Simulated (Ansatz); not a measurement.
Seebeck coefficient (μV/K, mean over directions) of n-type MgSe (Fm-3m) against carrier density, HSE06, rigid bands run with Ansatz (a quantum-chemistry and plane-wave program). Computed gap 2.68 eV; densities at which minority carriers matter at this gap, or further valleys turn the trend, are left out. Conductivity mass 0.29 mₑ (harmonic mean over directions), N_c = 1.2e19 cm⁻³ at 300 K.

| electron density | 300 K | 500 K |
|---|---|---|
| 1e16 cm⁻³ | -828 | -895 |
| 1e17 cm⁻³ | -629 | -696 |
| 1e18 cm⁻³ | -432 | -498 |
| 3e18 cm⁻³ | -338 | -404 |
| 1e19 cm⁻³ | -239 | -302 |
| 3e19 cm⁻³ | -155 | ___ |
| 1e20 cm⁻³ | -83 | -127 |
| 3e20 cm⁻³ | ___ | -69 |
| 1e21 cm⁻³ | -20 | -34 |

Task: Some entries are withheld; supply them.

Result: 
- 3e19 cm⁻³, 500 K: -213
- 3e20 cm⁻³, 300 K: -42

Rigid bands with a gap fixed in temperature, one relaxation time for all states, no polarons or phonon drag, and whether or not such doping can be reached. Spin-orbit coupling is left out. Geometry: cell and atoms relaxed with PBEsol.
